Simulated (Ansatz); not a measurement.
## A worked fit of the energy against the mesh, with one run withheld: SiC (F-43m, 2 atoms in the cell)

```
CELL_PARAMETERS angstrom
      0.00000     2.13933     2.13933
      2.13933     0.00000     2.13933
      2.13933     2.13933     0.00000
ATOMIC_POSITIONS crystal
  Si 0.25000 0.25000 0.25000
  C  0.00000 0.00000 0.00000
```

Method: PBE (plane waves, PAW; Ansatz, an electronic-structure program).

Base settings: kpoints.mp_grid.grid = 13 13 13; hamiltonian.xc = pbe; hamiltonian.pseudopotentials = {kind: paw} (the program's default PAW files); scf.occupations.method = fixed.

The last step of the ladder, which sets the zero, is kpoints.mp_grid.grid = 32 32 32.

The starting cell comes from a database of computed structures (which also holds hypothetical and non-ambient phases and stackings), without a prior relaxation at this level. Its lattice was rescaled by a random factor within 2.5 % of one. In the cell shown, with a pressure of about 17 GPa the cell is away from its equilibrium volume at this level.

The meshes are centred on Γ.

In a gapped crystal the sum over the mesh converges exponentially with the size of the supercell that the mesh stands for: ln(ΔF) = a + b·N.

```
kpoints.mp_grid.grid  divisions along the first axis  F less the last step's (meV/atom)  ln of it
--------------------  ------------------------------  ---------------------------------  --------
3 3 3                                              3                             257.51     5.551
4 4 4                                              4                              64.63     4.169
5 5 5                                              5                              18.14     2.898
6 6 6                                              6                                  ?         ?
7 7 7                                              7                               1.81     0.593
```

Problem. Fit the line to the 4 rows given and predict the withheld one.

Solution. Means: x̄ = 4.7500, ȳ = 3.3027. Σ(x − x̄)(y − ȳ) = -10.78 and Σ(x − x̄)² = 8.750, so b = -1.232 and a = ȳ − b·x̄ = 9.1547; each further division cuts the miss by a factor of 3.4. The largest residual of the fitted rows is 0.097. At x = 6 the line gives 1.763, that is 5.83 meV/atom. The run gave 5.54 meV/atom, a miss of 0.29 meV/atom (5 %). The table is a window of a longer ladder. The rows were chosen because the form fits them, the withheld one included, so this shows the method and is no test of the form.

Left out of this page: 8 runs of the series outside the window shown, repeating another row's setting, or not comparable.

Keys are those of Ansatz 0.2.
